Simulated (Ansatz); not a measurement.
## Rh_Si (silicon host)

Computed with PBE, PAW (plane waves to 420 eV; Ansatz, a program for electronic structure). A supercell of 64 sites (2×2×2 repeats of a cell of 8 atoms) was used; the energies come from a 2×2×2 shifted sampling of its zone. Site at the start: the Si site. Charged cells carry a point-charge image correction with potential alignment at far atoms. Dielectric constants: PBE linear response of the host. Host gap at this level: 0.61 eV. These values are not converged in cell size to better than tenths of an eV. PBE underestimates the host's gap, which shifts levels and can delocalise carriers. Spin–orbit coupling is left out. Each state is the lowest found from its start.

Formation energies E_f are given with the Fermi level at the valence-band maximum. Chemical conditions: host crystal and elements as references (Δμ(Si) = 0.00 eV, Δμ(Rh) = 0.00 eV; Rh taken from its element, since no compound that bounds it was computed at this level; only phases computed here count, gases as isolated molecules at 0 K). Reference phases: Rh: fcc Rh, Si: silicon.

Charges with a result: +1, 0, −1, −2. Others weren't obtained, and one of them could lie lower, also by skipping a charge.

| charge | moment (μB) | point group | largest move off a lattice site (Å) | image correction with alignment (eV) | E_f, host crystal and elements as references (eV) | above the lowest spin state (eV) |
|---|---|---|---|---|---|---|
| +1* | not spin-polarised | Td | 0.03 | – | – | 0.00 |
| +1* | 0.0 | Td | 0.03 | – | – | 0.00 |
| 0† | 1.0 | – | 0.04 | 0.00 | 0.40 | 0.00 |
| 0† | 1.0 | – | 0.04 | 0.00 | 0.40 | 0.00 |
| −1† | not spin-polarised | – | 0.06 | 0.04 | – | 0.00 |
| −1† | 0.0 | – | 0.06 | 0.04 | – | 0.00 |
| −2† | fractional | – | 0.11 | 0.29 | – | 0.00 |
| −2† | fractional | – | 0.11 | 0.29 | – | 0.00 |

* At this level the carrier isn't localised at the defect: at charge +1 holes occupy the valence band. Such a state is shallow or no state of the defect, and this cell gives it no level.

† Not settled in this cell, so no level is given: charge 0: a level filled in part; charge −1: a level filled in part, level within 0.1 eV of a band edge or past it; charge −2: fractional moment, a level filled in part, level within 0.1 eV of a band edge or past it.

Point groups are those of the whole cell at tolerances of 0.03 and 0.1 Å ("near" where only the looser one holds); none is given for unsettled states.

Starting moments that weren't kept: charge +1 began with 4 μB and ended with 0.0; charge 0 began with 5 μB and ended with 1.0; charge −1 began with 4 μB and ended with 0.0; charge −2 began with 3 μB and ended with 0.8.

All states together cost roughly 3.0 core-hours.
